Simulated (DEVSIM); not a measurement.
Device: illuminated Si p-on-n cell, one wavelength, with a back-surface field, at 300 K.

Layer 1 from the left is Si, thickness (μm) 0.0840, Na (cm⁻³) 2.3e18, τn (s) 7.2e-5, τp (s) 1.2e-5, absorption coefficient (cm⁻¹) 24000. Layer 2 from the left is Si, thickness (μm) 200, Nd (cm⁻³) 6.3e15, τn (s) 0.00019, τp (s) 0.00019, absorption coefficient (cm⁻¹) 24000. Layer 3 from the left is Si, thickness (μm) 0.220, Nd (cm⁻³) 1e18, τn (s) 0.00019, τp (s) 0.00019, absorption coefficient (cm⁻¹) 24000.

Left contact: ohmic, minority electron recombination velocity 20000 cm/s. Right contact: ohmic, minority hole recombination velocity 2e5 cm/s. Voltage is applied to the left contact. Recombination: SRH at mid-gap, radiative, Auger. Gap narrowing is on: ΔEg = 6.92 meV × (l + √(l² + 0.5)), l = ln(N/1.3e17 cm⁻³), shared equally by both band edges. Light enters at the left, 2.3e16 photons cm⁻² s⁻¹, one pass, no reflection. Mobility is μmin + (μ − μmin)/(1 + (N/Nref)^α).

The device is made up for the run: typed textbook-type constants, with dimensions and the other settings drawn at random. Values at 300 K.

Si: gap (eV) 1.124, affinity (eV) 4.05, permittivity 11.7, Nc (cm⁻³) 2.86e19, Nv (cm⁻³) 3.1e19, μn (cm²/Vs) 1417, μp (cm²/Vs) 470, μn,min 52, μp,min 45, Nref,n 9.7e16, Nref,p 2.2e17, αn 0.68, αp 0.72, B (cm³/s) 4.7e-15, Cn (cm⁶/s) 2.8e-31, Cp (cm⁶/s) 9.9e-32.

DEVSIM, 1D drift-diffusion, Boltzmann statistics, complete ionisation; no tunnelling, impact ionisation, image-force lowering or self-heating.

### Question
What does the simulation give for the potential step across the device at zero bias?

### Answer
potential step across the device at zero bias 0.935 V.
